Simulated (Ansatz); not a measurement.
Bond-angle distributions (per cent of the angles at each element, bins of 10°) of a relaxed model of amorphous Sn$_{10}$In$_{10}$Bi$_{10}$Zn$_{10}$Ga$_{10}$ at 7.54 g/cm³. Level of theory: PBE, scalar-relativistic without spin-orbit coupling (plane waves to 420 eV, PAW; Ansatz, a program for electronic structure).

A CHGNet melt-quench gave the starting glass, which DFT then relaxed. The hot cell started wider than the set density and was brought back towards it in steps. It is the lowest in DFT energy of 3 quenches. It is a model cell: composition and starting density were chosen by hand, and all elements were melted together. No dispersion term was used. Its density started from a set value of 7.58 and ended at 7.54 g/cm³. The simulated quench (nominally 30 K/ps over its main leg) is rapid and tends to freeze in more defects than a deposited or slowly cooled glass has. Values belong to this one cell and scatter from quench to quench. Volume and shape were free in the relaxation. Stress components on the final sampling reach 1.0 GPa. On a 2×2×2 Γ-centred mesh force components of up to 0.29 eV/Å stay, since the relaxation ran on one k-point at (1/4, 1/4, 1/4).

Neighbours within Sn-Sn 3.26 Å, Sn-In 3.48 Å, Sn-Bi 3.54 Å, Sn-Zn 3.22 Å, Sn-Ga 3.22 Å, In-In 3.52 Å, In-Bi 3.58 Å, In-Zn 3.22 Å, In-Ga 3.26 Å, Bi-Bi 3.46 Å, Bi-Zn 3.32 Å, Bi-Ga 3.34 Å, Zn-Zn 3.02 Å, Zn-Ga 3.02 Å, Ga-Ga 3.02 Å count as bonded.

```tsv
angle (°)	at Sn	at In	at Bi
50-60	14	16	14
60-70	11	9	14
70-80	5	5	6
80-90	9	12	10
90-100	10	9	12
100-110	15	12	10
110-120	9	9	8
120-130	9	6	4
130-140	5	7	5
140-150	6	7	8
150-160	5	6	5
160-170	3	2	2
170-180	0	0	1
```

They go with these counts of neighbours within the cut-offs, cation contacts included: Sn mean 6.6, most often 6; In mean 7.7, most often 9; Bi mean 7.2, most often 6.
